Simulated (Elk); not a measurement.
Elk 10.2.4 runs on several systems. Levels: (1) DFT, PBE, spin-polarised, all-electron FP-LAPW, Elk's shipped species files; (2) DFT, PBE, all-electron FP-LAPW, Elk's shipped species files. Common settings: task = ground state, xctype = 20, maxscl = 100, mixtype = 3 (default), mixsdb = 5 (default), broydpm = [0.4, 0.15] (default), rgkmax = 7 (default), empty states an atom (nempty) = 4 (default), epspot (Hartree) = 1e-06 (default), epsengy (Hartree) = 0.0001 (default).

One run each, counts alone.

| no. | system | kind | level | spinpol | reducebf | swidth | ngridk | cell edges (Å) | k-points after symmetry | largest matrix size | valence states | layout | self-consistent loops |
|---|---|---|---|---|---|---|---|---|---|---|---|---|---|
| 1 | a generated cell (prototype structure at a guessed volume, not a measured phase) of GdAgO2 (space group R-3m), 4 atoms, spin-polarised from a ferromagnetic start | compound, bulk, spin-polarised | (1) | true | 0.5 | 0.004 Hartree | 8×8×8 | 6.2×6.2×6.2 | 65 | 307 | 82 | 4 threads, 1 BLAS thread | 21 |
| 2 | a generated cell (prototype structure at a guessed volume, not a measured phase) of PbO (space group P-6m2), 2 atoms | compound, bulk | (2) | not set | not set | 0.001 Hartree | 9×9×8 | 3.3×3.3×3.2 | 95 | 131 | 18 | 4 threads, 1 BLAS thread | 17 |
| 3 | a generated cell (prototype structure at a guessed volume, not a measured phase) of Ga2Sn (space group Fd-3m) (Ga4Sn2), 6 atoms | metal, bulk | (2) | not set | not set | 0.004 Hartree | 6×6×6 | 5.2×5.2×5.2 | 16 | 359 | 70 | 4 threads, 1 BLAS thread | 16 |
| 4 | a generated cell (prototype structure at a guessed volume, not a measured phase) of La3V (space group Pm-3m), 4 atoms, spin-polarised from a ferromagnetic start | metal, bulk, spin-polarised | (1) | true | 0.5 | 0.004 Hartree | 3×3×3 | 5.0×5.0×5.0 | 4 | 303 | 78 | 4 threads, 1 BLAS thread | 23 |
| 5 | a generated cell (prototype structure at a guessed volume, not a measured phase) of NiI2 (space group R3m), 3 atoms, spin-polarised from a ferromagnetic start | compound, bulk, spin-polarised | (1) | true | 0.5 | 0.004 Hartree | 8×8×8 | 7.1×7.1×7.1 | 120 | 229 | 74 | 4 threads, 1 BLAS thread | 26 |
| 6 | a generated cell (prototype structure at a guessed volume, not a measured phase) of TiGe2 (space group Fm-3m), 3 atoms | compound, bulk | (2) | not set | not set | 0.001 Hartree | 6×6×6 | 4.5×4.5×4.5 | 16 | 233 | 32 | 4 threads, 1 BLAS thread | 16 |
| 7 | a generated cell (prototype structure at a guessed volume, not a measured phase) of In2Cu (space group Fd-3m) (In4Cu2), 6 atoms | metal, bulk | (2) | not set | not set | 0.004 Hartree | 6×6×6 | 6.1×6.1×6.1 | 16 | 499 | 79 | 4 threads, 1 BLAS thread | 23 |

Changes, each made alone in every run:
A. broydpm: [0.4, 0.15] (default) → [0.2, 0.15]

### Question
Predict, system by system, whether each change lowers, keeps or raises the self-consistent loops (bar: a quarter, and three at the least).

### Answer
- A helps for no system and costs for 1, 3; within the bar: 2, 4, 5, 6, 7.

| no. | before | A (ratio) |
|---|---|---|
| 1 | 21 | 29 (1.4) |
| 2 | 17 | 20 (1.2) |
| 3 | 16 | 24 (1.5) |
| 4 | 23 | 24 (1.0) |
| 5 | 26 | 31 (1.2) |
| 6 | 16 | 19 (1.2) |
| 7 | 23 | 25 (1.1) |

Pairs with a ratio agree in their result (bars such as 2.0 meV/atom in energy, 0.050 μB in site moment sizes).
